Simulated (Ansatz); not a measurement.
# Carrier properties of GaN under load (space group P6_3mc)

Consider the following.

```
GaN
1.0
    3.16108     0.00000     0.00000
   -1.58054     2.73758     0.00000
    0.00000     0.00000     5.15074
Ga N
2 2
Cartesian
  0.00000   1.82505  -0.00396
  1.58054   0.91253   2.57141
  0.00000   1.82505   1.93549
  1.58054   0.91253   4.51086
```

Method: PBE with spin-orbit coupling, rigid bands (plane waves, PAW; Ansatz, an electronic-structure program). Condition of this run: hydrostatic pressure of 4 GPa (compression positive) (the target of the relaxation). Geometry: cell and atoms relaxed with PBEsol, then loaded as said.

| Item | Value |
|---|---|
| band gap | 2.06 eV |
| electron conductivity mass (300 K, dilute) | 0.200 (x), 0.200 (y), 0.179 (z) mₑ |
| hole conductivity mass (300 K, dilute) | 1.43 (x), 1.43 (y), 1.80 (z) mₑ |
| effective density of states N_c (300 K) | 2.1e18 cm⁻³ |
| effective density of states N_v (300 K) | 8.7e19 cm⁻³ |
| density-of-states mass, electrons | 0.189 mₑ |
| density-of-states mass, holes | 2.3 mₑ |
| Seebeck coefficient, n-type 1e19 cm⁻³, 300 K | -111 μV/K |
| best n-type power factor at 300 K for τ = 10 fs (best axis; densities from 1e16 to 1e21 cm⁻³ tried, whether or not they can be reached) | 1.83 μW/(cm·K²) at 1e19 cm⁻³ |
| Seebeck coefficient, p-type 1e19 cm⁻³, 300 K | 419 μV/K |

Rigid bands; masses and Seebeck coefficients take one relaxation time τ for all states and one kind of carrier; polarons and phonon drag are left out. Geometry: cell and atoms relaxed with PBEsol.
